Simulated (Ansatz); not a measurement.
Input and output of a self-consistent single point for Ti₂CS (P6_3/mmc, 8 atoms in the cell) (Ansatz, a first-principles code)

Method: LDA (PW92), default PAW files made with PBE (plane waves; Ansatz).

This input was run:

Ansatz 0.2 input:
```yaml
crystal:
  lattice:
    - [3.195814, 0.000000, 0.000000]
    - [-1.597907, 2.767656, 0.000000]
    - [0.000000, 0.000000, 11.191873]
  atoms:
    - { symbol: Ti, position_ang: [-0.000002, 1.845105, 4.486150] }
    - { symbol: Ti, position_ang: [1.597909, 0.922551, 6.705723] }
    - { symbol: Ti, position_ang: [1.597909, 0.922551, 10.082087] }
    - { symbol: Ti, position_ang: [-0.000002, 1.845105, 1.109786] }
    - { symbol: C, position_ang: [0.000000, 0.000000, 5.595936] }
    - { symbol: C, position_ang: [0.000000, 0.000000, 0.000000] }
    - { symbol: S, position_ang: [1.597909, 0.922551, 2.797968] }
    - { symbol: S, position_ang: [-0.000002, 1.845105, 8.393905] }
basis:
  ecutwfc: 30.9 Ry
kpoints:
  mp_grid: { grid: [12, 12, 3] }
hamiltonian:
  xc: lda
  pseudopotentials: { kind: paw }
scf:
  occupations: { method: gaussian, width: 0.0073 Ry }
output:
  forces: true
  eigenvalues: true
  stress: true
```

Output (repeated stretches shortened):

```
WARN the atoms were moved onto the symmetric positions of the space group found under crystal.symmetry.tolerance 1.0e-5 (fractional …
WARN ansatz: RAYON_NUM_THREADS=1 ignored (pool sized by the plan → 1); use --threads N
Pseudopotentials: kind: paw
Pseudopotential: Ti, paw, valence charge 12
Pseudopotential: C, paw, valence charge 4
Pseudopotential: S, paw, valence charge 6
Crystal: 8 atoms, lattice volume = 98.991 Å³
Basis set: ecut = 420.4159175005146 eV, 1969 PW (Γ)
Bands: 42, of which v1, the nominal top of the filled ones, is band 34 counted from 1 (33 counted from 0)
Symmetry: 24 space group operations
Space group: P63/mmc (ITA 194), of the structure as read, at distance tolerance 4.6e-5 Å
k-points: 38 of 432
PAW frozen core: Ti, regenerated for the run's functional, and the local potential with it
PAW frozen core: C, regenerated for the run's functional, and the local potential with it
PAW frozen core: S, regenerated for the run's functional, and the local potential with it
Initial density: superposition of atomic densities (neutral atoms: chi_scale 0, normalization atom), corrected by the library's trained network
Initial wavefunctions: pseudopotential atomic-orbital guess
Eigensolver: davidson
Functional: x = slater, c = lda
SCF iter   1: F=—  HF=-12037.628411 eV  |F-HF|=—  |Δ(HF+E_count)|=         —  Δρ=7.35e-3  dr2=5.96e-2  ethr=1.77e-3  ⟨swp⟩=5.2  Hψ=6174  notcnv=0
all-band conjugate gradients solve this SCF's bands
preconditioner: auto → Kerker (q_TF=auto, 2.563 Å⁻¹)
SCF iter   2: F=—  HF=-12037.616729 eV  |F-HF|=—  |Δ(HF+E_count)|=   1.17e-2  Δρ=3.88e-3  dr2=1.18e-2  ethr=8.76e-5  ⟨swp⟩=2.0  Hψ=2045  notcnv=0
SCF iter   3: F=—  HF=-12037.614094 eV  |F-HF|=—  |Δ(HF+E_count)|=   2.64e-3  Δρ=9.36e-4  dr2=9.17e-4  ethr=1.73e-5  ⟨swp⟩=2.8  Hψ=2626  notcnv=0
SCF iter   4: F=—  HF=-12037.613907 eV  |F-HF|=—  |Δ(HF+E_count)|=   1.87e-4  Δρ=1.74e-4  dr2=3.18e-5  ethr=1.35e-6  ⟨swp⟩=2.0  Hψ=2046  notcnv=0
SCF iter   5: F=—  HF=-12037.613906 eV  |F-HF|=—  |Δ(HF+E_count)|=   1.43e-6  Δρ=4.95e-5  dr2=4.26e-6  ethr=4.67e-8  ⟨swp⟩=2.0  Hψ=2083  notcnv=0
SCF iter   6: F=—  HF=-12037.613905 eV  |F-HF|=—  |Δ(HF+E_count)|=   8.28e-7  Δρ=1.32e-5  dr2=3.33e-7  ethr=6.26e-9  ⟨swp⟩=2.0  Hψ=2033  notcnv=0
SCF iter   7: F=-12037.613905 eV  HF=-12037.613905 eV  |F-HF|=2.73e-8  |Δ(HF+E_count)|=   7.19e-8  Δρ=3.74e-6  dr2=3.21e-8  ethr=1.47e-10  ⟨swp⟩=8.7  Hψ=6009  notcnv=0
SCF 1 converged in 7 iterations: F = -12037.613905 eV  dr2 = 3.21e-8
SCF converged after 7 iterations
Free energy (F): -12037.613905 eV
Harris-Foulkes:  -12037.613905 eV  (|F-HF|=2.73e-8)
Internal energy: -12037.601662 eV  (E = F + TS)
E sigma→0 (E₀):  -12037.607783 eV
Entropy (-TS):   -0.012243 eV (-1.530 meV/atom)
Fermi energy:    14.122578 eV
--- Per-component energies (eV) ---
  E_band       = -483.354292
  E_kinetic    = 1493.019578
  E_local      = -3626.603146  (includes V_loc(G=0)·N_el)
  E_nonlocal   = 155.627163
  E_hartree    = 1498.102339
  E_xc         = -684.021370
  E_vxc        = -793.066842  (∫ρ·V_xc dr)
  E_paw        = -5314.307174  (= ΣΔE_a)
  E_vpaw       = -708.534237  (= ΣTr[D̂ρ^β])
  E_aug_tail   = 0.000432  (compensation charges beyond the density's cutoff)
  E_ewald      = -5561.155346
  E_core_change = 1.735861  (= ΣΔE_core)
  E_smearing   = -0.012243  (= −TS)
  E_closure    = -0.000000  (closes the sum)
  Σ components = -12037.613905   (vs F -12037.613905, Δ=0.00e0)
--- Forces (eV/Å), atoms counted from 1 ---
  atom   1  Ti    -0.00000000    -0.00000000     0.03338252
  atom   2  Ti    -0.00000000     0.00000000    -0.03338252
  atom   3  Ti    -0.00000000     0.00000000     0.03338252
  atom   4  Ti     0.00000000    -0.00000000    -0.03338252
  atom   5  C     -0.00000000     0.00000000     0.00000000
  atom   6  C     -0.00000000     0.00000000     0.00000000
  atom   7  S      0.00000000     0.00000000     0.00000000
  atom   8  S     -0.00000000    -0.00000000     0.00000000
  max |Σ_I F_I| component: 1.39e-16 eV/Å
--- Stress (GPa, compression-positive) ---
       -9.088290       0.000000      -0.000000
        0.000000      -9.088290      -0.000000
       -0.000000      -0.000000      -8.438114
  P = ⅓ Tr σ = -8.8716 GPa (-88.716 kbar)
  The stress holds the Pulay correction. Without it, at fixed plane waves, as pw.x and ABINIT print it: P = -9.0329 GPa
--- Band table (eV; the first three rows and the last of 38) ---
  k-point 0: bands = ["-42.4157", "-42.4113", "-42.3413", "-42.3369", "-19.2591", "-19.1928", "-18.9055", "-18.8671", "-18.8671", "-18.8621", "-18.8621", "-18.8350", "-18.8044", "-18.8044", "-18.7994", "-18.7994", "-1.0776", "-0.8823", "2.7549", [...]
  k-point 1: bands = ["-42.4146", "-42.4125", "-42.3402", "-42.3380", "-19.2447", "-19.2120", "-18.8851", "-18.8659", "-18.8659", "-18.8634", "-18.8634", "-18.8504", "-18.8031", "-18.8031", "-18.8006", "-18.8006", "-1.0321", "-0.9347", "2.9204", [...]
  k-point 2: bands = ["-42.4125", "-42.4082", "-42.3404", "-42.3360", "-19.2523", "-19.1876", "-18.9299", "-18.8948", "-18.8743", "-18.8693", "-18.8631", "-18.8238", "-18.8198", "-18.8126", "-18.8054", "-18.8003", "-0.9841", "-0.8031", "2.8508", [...]
  k-point 37: bands = ["-42.3437", "-42.3437", "-42.3398", "-42.3398", "-19.1367", "-19.1367", "-19.1147", "-19.1147", "-19.1073", "-19.1033", "-18.9382", "-18.9341", "-18.8900", "-18.8900", "-18.8630", "-18.8630", "0.8681", "0.8681", "4.3225", [...]
```

The run converged in 7 iterations.

The starting cell comes from a database of computed structures (which also holds hypothetical and non-ambient phases and stackings), without a prior relaxation at this level. Its lattice was rescaled by up to half a per cent. Spin polarisation is off, so a magnetic state, if there is one, cannot be reached. With a pressure of about -9 GPa the cell is away from its equilibrium volume at this level. Ansatz's pressure includes its estimate of the finite-basis (Pulay) stress.
